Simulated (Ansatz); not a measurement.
Consider TiC in the rock salt structure (space group Fm-3m, No. 225; a = 4.328 Å).

The other end (x = 1) is TiGe in the rock salt structure (space group Fm-3m, No. 225; a hypothetical phase, not in the database extracts checked): 17.32 Å³/atom, gap zero; this end may not be an ambient phase.

Method: r2SCAN (Ansatz, a program for electronic structure; PAW; 500 eV plane waves; spin-orbit coupling left out).

Ge replaces a fraction x of C; each row is one arrangement (x, atoms in the cell, starting space group or random), fully relaxed.

One change was made to it. Results:

| quantity | base | after |
|---|---|---|
| mixing energy (to 0.01 eV only: unlike meshes or grids) (against an end that may be hypothetical) | – | +0.22 eV/atom |
| volume per atom | 10.13 Å³ | 13.68 Å³ |

Task: What was done to the base?
A) x(Ge) = 0.5, 4 atoms, R-3m
B) x(Ge) = 0.5, 8 atoms, P4/nmm
C) x(Ge) = 0.333, 6 atoms, P-3m1
D) x(Ge) = 0.75, 8 atoms, C2/m

Result: B, x(Ge) = 0.5, 8 atoms, P4/nmm. For comparison, the mixing energy in the other runs: x(Ge) = 0.333, 6 atoms, P-3m1 gives -0.07 eV/atom; x(Ge) = 0.5, 4 atoms, R-3m gives -0.05 eV/atom; x(Ge) = 0.75, 8 atoms, C2/m gives +0.02 eV/atom.

These are small ordered cells, not random alloys; other orderings at the same x differ. No phonon test of stability was made. All final runs are without spin polarisation. Under x(Ge) = 0.333, 6 atoms, P-3m1, x(Ge) = 0.5, 4 atoms, R-3m and x(Ge) = 0.75, 8 atoms, C2/m the cell changed shape so far that it is another structure.
